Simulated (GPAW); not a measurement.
Checking a run of GPAW on YSi₂Pd₂ (I4/mmm, 5 atoms in the cell). The aim is a self-consistent single point with DFT LDA (Perdew-Wang 92), plane waves, GPAW PAW datasets LDA (gpaw-data 1.0.1).

Cell that was meant: a = 5.7603 Å, b = 5.7603 Å, c = 5.7603 Å, α = 137.90°, β = 137.90°, γ = 61.06°.

Part of the input:

```python
from gpaw import GPAW, PW

atoms = Atoms(['Y', 'Si', 'Si', 'Pd', 'Pd'],
              cell=[[-1.094960, 1.094960, 2.625595],
                    [1.094960, -1.094960, 2.625595],
                    [1.094960, 1.094960, -2.625595]],
              scaled_positions=[[0.000000, 0.000000, 0.000000],
                                [0.616770, 0.616770, 0.000000],
                                [0.383230, 0.383230, 0.000000],
[...]
            nbands=-13,
            convergence={'density': 1e-05},
            symmetry={'symmorphic': False, 'tolerance': 0.0005},
            maxiter=60,
            txt='-')

atoms.calc = calc
```

The program printed (abridged):

```
Input parameters:
  convergence: {density: 1e-05}
  kpts: {gamma: True,
         size: (6, 6, 6)}
  maxiter: 60
  mode: {ecut: 550.0,
   [... lines left out ...]
   4 Pd     1.094960    0.000000    1.312798    ( 0.0000,  0.0000,  0.0000)

Unit cell:
           periodic     x           y           z      points  spacing
  1. axis:    yes   -1.094960    1.094960    2.625595    18     0.1123
  2. axis:    yes    1.094960   -1.094960    2.625595    18     0.1123
  3. axis:    yes    1.094960    1.094960   -2.625595    18     0.0860

  Lengths:   3.048217   3.048217   3.048217
  Angles:  137.896217 137.896217  61.061985

Effective grid spacing dv^(1/3) = 0.1292
     iter     time        total  log10-change:
                         energy   eigst   dens
iter:   1 --:--:--   440.217883
iter:   2 --:--:--   458.466535   -0.67  -0.47
iter:   3 --:--:--   472.888079   -0.10  -0.51
iter:   4 --:--:--   442.171577   -0.66  -0.85
iter:   5 --:--:--   453.820231   -0.82  -0.99
   [... 4 lines left out ...]
iter:  10 --:--:--   438.021344   -1.67  -1.55
iter:  11 --:--:--   438.140940   -2.50  -2.30
iter:  12 --:--:--   438.161184   -3.36  -2.55
iter:  13 --:--:--   438.167707   -3.12  -2.58
iter:  14 --:--:--   438.167980c  -4.37  -2.66
   [... lines left out ...]
iter:  16 --:--:--   438.068205   -1.98  -2.75
iter:  17 --:--:--   438.067202   -3.91  -2.85
iter:  18 --:--:--   438.062974c  -4.00  -2.87
iter:  19 --:--:--   438.060059c  -3.55  -3.04
iter:  20 --:--:--   438.059776c  -4.60  -3.19
iter:  21 --:--:--   438.060864c  -5.37  -3.26
iter:  22 --:--:--   438.061020c  -5.55  -3.31
   [... 5 lines left out ...]
iter:  28 --:--:--   438.061779c  -7.00  -4.16
iter:  29 --:--:--   438.061781c  -6.70  -4.19
iter:  30 --:--:--   438.061783c  -7.20  -4.34
iter:  31 --:--:--   438.061788c  -7.06  -4.47
iter:  32 --:--:--   438.061789c  -8.14c -5.00c
Converged after 32 iterations.

Dipole moment: (-0.000000, 0.000000, -0.000000) |e|*Ang

Energy contributions relative to reference atoms: (reference = -381901.468984)

Kinetic:       +2369.238186
Potential:     -1856.553550
External:        +0.000000
XC:            -384.415481
Entropy (-ST):   -0.003313
Local:         +309.794291
SIC:             +0.000000
--------------------------
Free energy:   +438.060133
Extrapolated:  +438.061789

Showing only first 2 kpts
 Kpt  Band  Eigenvalues  Occupancy
  0    23     70.11830    2.00000
  0    24     71.82580    2.00000
  0    25     71.82580    2.00000
  0    26     72.55408    2.00000

  1    23     68.43021    2.00000
  1    24     72.17499    2.00000
  1    25     73.34702    2.00000
  1    26     75.32120    0.00000

   [... lines left out ...]
Fermi level: 74.53944
No gap
   [... lines left out ...]
  1 Si    0.00000    0.00000 -137.99680
  2 Si    0.00000    0.00000  137.99680
  3 Pd   -0.00000    0.00000    0.00000
  4 Pd    0.00000    0.00000    0.00000

Stress tensor:
   -98.393889    -0.000000    -0.000000
    -0.000000   -98.393889     0.000000
    -0.000000     0.000000   -84.838032
Stress (GPa, Voigt): [-15764.4389 -15764.4389 -13592.5511      0.         -0.         -0.    ]
```

Q: Is this run sound? If not, what is wrong?

A: The run is not sound. The fault is this: cell numbers converted the wrong way (times 0.529). Bohr and ångström differ by a factor of 1.89; the cell that the program reads is then far too large or far too small. To fix it, give the lengths in the unit that the key or card expects. The run converged in 32 iterations without an error; against the sound input the free energy goes up by 94.1 eV/atom, the pressure goes from -6.23 to 15040 GPa and the largest force goes from 0.345 to 138.0 eV/Å.

The sound input it was made from differs as follows (other fixes are possible):
```diff
-              cell=[[-1.094960, 1.094960, 2.625595],
-                    [1.094960, -1.094960, 2.625595],
-                    [1.094960, 1.094960, -2.625595]],
+              cell=[[-2.069175, 2.069175, 4.961655],
+                    [2.069175, -2.069175, 4.961655],
+                    [2.069175, 2.069175, -4.961655]],
-            maxiter=60,
+            maxiter=150,
```

With that input, the run converged in 23 iterations: free energy E − TS (from the program's reference atoms) -32.6283 eV; Fermi level (on the code's own zero) 8.89 eV; pressure -6.23 GPa; largest force (vector length) 0.345 eV/Å (DFT LDA (Perdew-Wang 92), plane waves, GPAW PAW datasets LDA (gpaw-data 1.0.1)).

On the sound input: the starting cell comes from a database of computed structures (which also holds hypothetical and non-ambient phases and stackings), without a prior relaxation at this level. Spin polarisation is off. With a pressure of about -6 GPa the cell is away from its equilibrium volume at this level.
